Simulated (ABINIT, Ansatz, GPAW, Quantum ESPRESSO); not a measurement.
## Code comparison for LaPb₃ (Pm-3m, 4 atoms in the cell)

Self-consistent single point.

```xyz
4
Lattice="4.9295 0.0000 0.0000 0.0000 4.9295 0.0000 0.0000 0.0000 4.9295" Properties=species:S:1:pos:R:3 pbc="T T T"
La     0.0000     0.0000     0.0000
Pb     0.0000     2.4648     2.4648
Pb     2.4648     0.0000     2.4648
Pb     2.4648     2.4648     0.0000
```

Shared settings, as Ansatz (an electronic-structure program) writes them: kpoints.mp_grid.grid = 3 3 3; scf.occupations.method = gaussian; scf.occupations.width = 0.136 eV. Potentials and cutoffs stand in the table.

```json
[
 {"code": "ABINIT", "model": "LDA (PW92), PAW (JTH v2.0 LDA PAW)", "pressure (GPa)": "-3.69", "cutoff": "26 Ha"},
 {"code": "GPAW", "model": "LDA (Perdew-Wang 92), GPAW PAW datasets LDA (gpaw-data 1.0.1)", "pressure (GPa)": "-3.68", "cutoff": "800 eV"},
 {"code": "Ansatz", "model": "LDA (PW92), PAW files made with PBE", "pressure (GPa)": "-3.47", "cutoff": "default"},
 {"code": "Quantum ESPRESSO", "model": "LDA (PZ), GBRV 1.5 ultrasoft (LDA) pseudopotentials", "pressure (GPa)": "-3.52", "cutoff": "40 Ry"}
]
```

On Ansatz's run: spin-orbit coupling is off.

The spread over the programs that give each value: pressure within 0.22 GPa.

Ansatz's pressure is given at a fixed set of plane waves, as the other plane-wave codes print theirs. The same LDA comes in different parametrisations, which differ slightly.

On the base mesh (7 7 7) the same programs gave: Ansatz pressure -3.21 GPa; Quantum ESPRESSO pressure -3.28 GPa; ABINIT pressure -3.45 GPa; GPAW pressure -3.40 GPa.

The starting cell comes from a database of computed structures (which also holds hypothetical and non-ambient phases and stackings), without a prior relaxation at this level. Its lattice was rescaled by a random factor within 2.5 % of one.

Left out of this page: CP2K (on another mesh); Elk (not drawn, or without a comparable value).

Keys are those of Ansatz 0.2.
